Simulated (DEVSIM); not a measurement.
Structure: illuminated Si n-on-p cell, one wavelength, at 300 K.

| layer (left to right) | material | thickness (μm) | Nd (cm⁻³) | Na (cm⁻³) | τn (s) | τp (s) | absorption coefficient (cm⁻¹) |
|---|---|---|---|---|---|---|---|
| 1 | Si | 0.790 | 6.4e18 | - | 2.4e-7 | 9.4e-8 | 53000 |
| 2 | Si | 74.0 | - | 2.7e16 | 2e-6 | 2e-6 | 53000 |

Left contact: ohmic, minority hole recombination velocity 90000 cm/s. Right contact: ohmic, minority electron recombination velocity 80 cm/s. Voltage is applied to the left contact. Recombination: SRH at mid-gap, radiative, Auger. Light enters at the left, 4.9e17 photons cm⁻² s⁻¹, one pass, no reflection. Mobility is μmin + (μ − μmin)/(1 + (N/Nref)^α).

Constants are typed, rounded textbook-type inputs, not results; the design itself was drawn at random and stands for no fabricated device. Values at 300 K.

| parameter | Si |
|---|---|
| gap (eV) | 1.124 |
| affinity (eV) | 4.05 |
| permittivity | 11.7 |
| Nc (cm⁻³) | 2.86e19 |
| Nv (cm⁻³) | 3.1e19 |
| μn (cm²/Vs) | 1417 |
| μp (cm²/Vs) | 470 |
| μn,min | 52 |
| μp,min | 45 |
| Nref,n | 9.7e16 |
| Nref,p | 2.2e17 |
| αn | 0.68 |
| αp | 0.72 |
| B (cm³/s) | 4.7e-15 |
| Cn (cm⁶/s) | 2.8e-31 |
| Cp (cm⁶/s) | 9.9e-32 |

DEVSIM, 1D drift-diffusion, Boltzmann statistics, complete ionisation; no tunnelling, impact ionisation, image-force lowering or self-heating.

Base results: fill factor 0.83; dark forward voltage at 100 A/cm² (V) 0.886; short-circuit current (mA/cm²) 31.5; share of generated pairs collected at short circuit 0.401.

Task: What follows from this one change: thickness of layer 1 0.79 → 0.47 μm?

Result: fill factor little changed (0.83); dark forward voltage at 100 A/cm² little changed (0.885 V); short-circuit current 31.5 → 45.0 mA/cm²; share of generated pairs collected at short circuit 0.401 → 0.573.

Task: What follows from this one change: minority lifetime in layer 2 2e-06 → 6e-08 s?

Result: fill factor 0.83 → 0.82; dark forward voltage at 100 A/cm² 0.886 → 0.878 V; short-circuit current little changed (31.5 mA/cm²); share of generated pairs collected at short circuit little changed (0.401).

Task: What follows from this one change: recombination velocity at the left contact 90000 → 100000 cm/s?

Result: fill factor little changed (0.83); dark forward voltage at 100 A/cm² little changed (0.886 V); short-circuit current 31.5 → 30.5 mA/cm²; share of generated pairs collected at short circuit 0.401 → 0.388.

Task: What follows from this one change: constant mobility in place of the doping-dependent one?

Result: fill factor little changed (0.83); dark forward voltage at 100 A/cm² 0.886 → 0.877 V; short-circuit current 31.5 → 56.0 mA/cm²; share of generated pairs collected at short circuit 0.401 → 0.714.

Task: What follows from this one change: Auger recombination switched off?

Result: fill factor little changed (0.83); dark forward voltage at 100 A/cm² little changed (0.887 V); short-circuit current 31.5 → 31.7 mA/cm²; share of generated pairs collected at short circuit 0.401 → 0.404.
